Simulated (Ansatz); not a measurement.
Hf2N2O (P2₁/m, No. 11, 10 atoms in the cell; start mp-776205), treated with PBEsol+SOC (Ansatz, a quantum-chemistry and plane-wave program, PAW).

The input as run:

Ansatz 0.2 input:
```yaml
crystal:
  lattice:
    - [4.2585719326, 0.0, -0.0162473658]
    - [0.0, 3.4024000352, 0.0]
    - [-1.5561772694, 0.0, 8.4350264692]
  atoms:
    - { symbol: Hf, position: [0.2098553256, 0.75, 0.8940487512] }
    - { symbol: Hf, position: [0.7901446744, 0.25, 0.1059512488] }
    - { symbol: Hf, position: [0.3790373643, 0.75, 0.3280202716] }
    - { symbol: Hf, position: [0.6209626357, 0.25, 0.6719797284] }
    - { symbol: N, position: [0.1665694471, 0.25, 0.7503422856] }
    - { symbol: N, position: [0.8334305529, 0.75, 0.2496577144] }
    - { symbol: N, position: [0.2856545742, 0.25, 0.0976035606] }
    - { symbol: N, position: [0.7143454258, 0.75, 0.9023964394] }
    - { symbol: O, position: [0.6882891822, 0.75, 0.5609891162] }
    - { symbol: O, position: [0.3117108178, 0.25, 0.4390108838] }
basis:
  ecutwfc: 520
  ecutrho_ratio: 4
  xc_grid: 2
kpoints:
  mp_grid: { grid: [8, 8, 4] }
hamiltonian:
  xc: pbesol
  dispersion: none
  pseudopotentials: { kind: paw }
scf:
  occupations: { method: fermi_dirac, width: 0.01 }
  convergence: { dr2_threshold: 0.000000001 }
output:
  forces: true
  stress: true
  eigenvalues: true
magnetization:
  noncollinear: true
  spin_orbit: true
```

How many irreducible k-points, plane waves at Γ does the program set up, and what pressure does the run end with?

90 irreducible k-points, 3273 plane waves at Γ; P = -0.38 GPa, so the cell is stretched on average and its volume would shrink at this level.

From the output:

```
Crystal: 10 atoms, lattice volume = 122.132 Å³
Basis set: ecut = 520 eV, 3273 PW (Γ), exchange–correlation on 64×54×128 points (8 copies of the dense FFT grid, shifted against one another)
Bands: 164, of which v1, the nominal top of the filled ones, is band 136 counted from 1 (135 counted from 0)
Symmetry: 4 space group operations + 4 with time reversal
k-points: 90 of 256
Initial density: superposition of atomic densities (chi_scale 0.1, normalization cell, long waves 44 % of neutral atoms (reshape's long-wave potential 1.44 eV rms, cloud 2.46 Å wide))
Functional: x = pbesol(κ = 0.804, μ = 0.12345679012345678), c = pbesol(β = 0.046)
spin=Noncollinear: Kerker preconditioning applied to the charge; magnetization (m_x, m_y, m_z) channels mix plain (no charge-response kernel on spin).
spin=Noncollinear: Resta preconditioning applied to the charge; magnetization (m_x, m_y, m_z) channels mix plain (no charge-response kernel on spin).
SCF 1 converged in 18 iterations: F = -65117.483381 eV  dr2 = 2.27e-10
SCF converged after 18 iterations
Free energy (F): -65117.483381 eV
Internal energy: -65117.483381 eV  (E = F + TS)
E sigma→0 (E₀):  -65117.483381 eV
Fermi energy:    16.955285 eV
--- Forces (eV/Å), atoms counted from 1 ---
  atom   1  Hf     0.00039650     0.00000000    -0.01083667
  atom   2  Hf    -0.00039650     0.00000000     0.01083667
  atom   3  Hf     0.00133479     0.00000000     0.00978233
  atom   4  Hf    -0.00133479     0.00000000    -0.00978233
  atom   5  N      0.00462260     0.00000000     0.01123690
  atom   6  N     -0.00462260     0.00000000    -0.01123690
  atom   7  N     -0.00184169     0.00000000    -0.00197286
  atom   8  N      0.00184169     0.00000000     0.00197286
  atom   9  O     -0.01209264     0.00000000     0.01417263
  atom  10  O      0.01209264     0.00000000    -0.01417263
--- Stress (GPa, compression-positive) ---
       -0.489021       0.000000       0.029847
        0.000000      -0.410772       0.000000
        0.029847       0.000000      -0.252003
  P = ⅓ Tr σ = -0.3839 GPa (-3.839 kbar)
```

The PAW data were made under PBE.

Note: cell and atoms aren't relaxed at this level (pressure -0.4 GPa).

A start named mp-… is a Materials Project structure, which need not be a measured phase.
